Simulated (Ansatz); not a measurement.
## Competing hops of Ru-vacancy pair in fcc Ag, neutral cell

System: Ru-vacancy pair (Ru on one host Ag site, one Ag site vacant) in fcc Ag (neutral cell). Calculation: PBE, PAW (plane waves to 420 eV; Ansatz, an electronic-structure program).

32-site cell at the relaxed PBE lattice, a 2×2×2 k-point mesh shifted by half a step, smearing 0.10 eV, spin-restricted, no finite-size correction. No zero-point or tunnelling terms. Forms of the defect that were not tried may lie lower.

Barriers: single points on a 4×4×4 k-point mesh shifted by half a step at the bands' geometries (they differ from the bands' own by up to 0.06 eV, and are uncertain by about as much).

```csv
Route,Start site over the lowest site run (eV),Hop (Å),Forward barrier (eV),Backward barrier (eV),Neighbours at the start,Neighbours at the saddle,Saddle order,"Forward, on the band's own sampling (eV)"
a nearby Ag atom hops onto the vacant site (Ru-vacancy distance between ideal sites 2.93 Å throughout),0.00,2.76,0.52,0.52,"Ag at 2.84, 2 Ag at 2.89, 2 Ag at 2.92, 3 Ag at 2.96, 2 Ag at 3.01; Ru at 2.87 Å","2 Ag at 2.69, Ag at 2.74, 2 Ag at 3.09, 2 Ag at 3.26; Ru at 2.67 Å","not checked, on a symmetry element",0.47
Ru and the vacancy change places (Ru-vacancy distance between ideal sites 2.93 Å throughout),0.00,3.01,1.14,1.14,"Ag at 2.85, 4 Ag at 2.87, 5 Ag at 2.89, Ag at 2.90 Å","4 Ag at 2.69, 4 Ag at 3.11 Å","not checked, on a symmetry element",1.20
```

Paths come from climbing-image nudged elastic band runs. Of the routes that converged and passed our checks, the lowest saddle point lies 0.52 eV above the lowest of the sites run (a nearby Ag atom hops onto the vacant site (Ru-vacancy distance between ideal sites 2.93 Å throughout)); other sites, such as split forms, and other routes may lie lower. A band can be held on a symmetry element, so unchecked saddle points there may be too high.
